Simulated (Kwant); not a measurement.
Device: π system C=CC=C between two chain leads. The π system is taken as planar. Atoms are numbered from 0 in the order of the SMILES. Site energies (eV, carbon 0): [0.0, 0.0, 0.0, 0.0]. Bonds (i, j, β in eV): (0,1,-3) (1,2,-3) (2,3,-3). Leads: chains of hopping −4.5 eV, joined by −1.5 eV to atoms 0 and 3.

Site energies and bond integrals are typed Hückel values.

Model: Hückel tight-binding model, one pz orbital an atom, one spin, coherent transport at 0 K (Kwant). Conductance is in e²/h.

Sweep values stay those of the base run.

Base results: mean G (e²/h) over the sweep 0.26; transmission at E = 0 0.11.

Question: What follows from this one change: contacts moved from atoms [0, 3] to [1, 2]?

Answer: mean G over the sweep 0.26 → 0.15 e²/h; transmission at E = 0 0.11 → < 1e-12.

Question: What follows from this one change: contacts moved from atoms [0, 3] to [0, 2]?

Answer: mean G over the sweep 0.26 → 0.16 e²/h; transmission at E = 0 0.11 → < 1e-12.
